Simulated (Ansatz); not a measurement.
Base system: SnS in the rock salt structure (space group Fm-3m, No. 225; a = 5.7437 Å).

Level of theory: PBEsol (Ansatz, an electronic-structure program; PAW; 420 eV plane waves; scalar-relativistic without spin-orbit coupling).

Base values:

The lattice parameter a comes out as 5.744 Å.

The change: a negative pressure, −1 GPa.

**Question.** Predict the new lattice parameter a.

**Answer.** The lattice parameter a rises by 0.033 Å (5.744 Å → 5.777 Å).

Load acts through the strain it causes; cell and atoms are relaxed under it. Whether these cells are dynamically stable was not tested.
